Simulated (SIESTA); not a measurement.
A self-consistent single point of ZnNiF4 (P-1, 12 atoms in the cell) with SIESTA.

Method of the run: GGA PBEsol+U, numerical atomic orbitals DZP, PseudoDojo PBEsol standard norm-conserving potentials (rewritten from UPF to PSML) in SIESTA 5.4.2.

```yaml
crystal:
  lattice:
    - [5.03589, 0.00000, 0.00000]
    - [-0.00759, 5.06259, 0.00000]
    - [-2.46359, -2.46654, 5.00452]
  atoms:
    - { symbol: Zn, position: [0.74961, 0.75179, 0.49974] }
    - { symbol: Zn, position: [0.25039, 0.24821, 0.50026] }
    - { symbol: Ni, position: [0.00000, 0.50000, 0.00000], spin: 2.0 }
    - { symbol: Ni, position: [0.50000, 0.00000, 0.00000], spin: 2.0 }
    - { symbol: F, position: [0.07300, 0.16362, 0.73873] }
    - { symbol: F, position: [0.92700, 0.83638, 0.26127] }
    - { symbol: F, position: [0.33942, 0.43421, 0.25662] }
    - { symbol: F, position: [0.66058, 0.56579, 0.74338] }
    - { symbol: F, position: [0.84004, 0.33601, 0.25631] }
    - { symbol: F, position: [0.15996, 0.66399, 0.74369] }
    - { symbol: F, position: [0.57196, 0.06872, 0.73792] }
    - { symbol: F, position: [0.42804, 0.93128, 0.26208] }
```
(The spins are starting values, not results.)

Reference input (self-consistent single point, DFT, GGA PBEsol+U, numerical atomic orbitals DZP, PseudoDojo PBEsol standard norm-conserving potentials (rewritten from UPF to PSML)): XC.functional = GGA; XC.authors = PBEsol; potentials = PseudoDojo PBEsol standard; PAO.BasisSize = DZP; PAO.EnergyShift = 0.01 Ry; MeshCutoff = 350 Ry; kgrid.MonkhorstPack = 5 5 5 shifted by 0.5 0.5 0.5; OccupationFunction = FD; ElectronicTemperature = 0.02 eV; Spin = polarized; DFTU.ProjectorGenerationMethod = 2; DFTU.CutoffNorm = 0.9. This run's input differs from it in these lines:

```diff
@@ -37,3 +37,3 @@
 PAO.EnergyShift              0.01 Ry
-MeshCutoff                   350 Ry
+MeshCutoff                   175 Ry
 %block kgrid.MonkhorstPack
```

Log, with long lists cut:

```
        iscf     Eharris(eV)        E_KS(eV)     FreeEng(eV)     dDmax    Ef(eV) dHmax(eV)
   scf:    1   -25631.159222   -25746.784691   -25746.819279  0.836367 -0.546672 47.718045
     spin moment: {S} , |S| = {        0.0        0.0    2.20716 }     2.20716
   scf:    2   -25823.714830   -25813.801810   -25813.828544  0.875936 -0.658730 15.557741
     spin moment: {S} , |S| = {        0.0        0.0    4.10795 }     4.10795
   scf:    3   -25827.529326   -25820.957463   -25820.963141  0.131759 -1.782951 10.536614
     spin moment: {S} , |S| = {        0.0        0.0    4.00000 }     4.00000
   [... lines left out ...]
hubbard_term: recalculating local occupations  138
hubbard_term: maximum change in local occup.    0.001260
hubbard_term: recalculating Hamiltonian
   scf:  149   -25829.571571   -25829.571551   -25829.571551  0.000353 -3.534811  0.008629
     spin moment: {S} , |S| = {        0.0        0.0    4.00000 }     4.00000
hubbard_term: recalculating local occupations  139
hubbard_term: maximum change in local occup.    0.000090
   scf:  150   -25829.571540   -25829.571544   -25829.571544  0.000095 -3.534806  0.009193
     spin moment: {S} , |S| = {        0.0        0.0    4.00000 }     4.00000
SCF_NOT_CONV: SCF did not converge in maximum number of steps (required).
SCF_NOT_CONV: SCF did not converge in maximum number of steps (required).
Geom step, scf iteration, dDmax, dHmax:    0   150      0.000095     0.000676
Geom step, scf iteration, dDmax, dHmax:    0   150      0.000095     0.000676

ABNORMAL_TERMINATION
ABNORMAL_TERMINATION
Stopping Program from Node:    0
Stopping Program from Node:    0
```

The run ended unconverged after 150 iterations. 

The starting cell comes from a database of computed structures (which also holds hypothetical and non-ambient phases and stackings), without a prior relaxation at this level. Its lattice was rescaled by a random factor within 2.5 % of one. Values carry the incompleteness of an atom-centred basis.

Cost on one core of a shared machine: roughly 10 min.
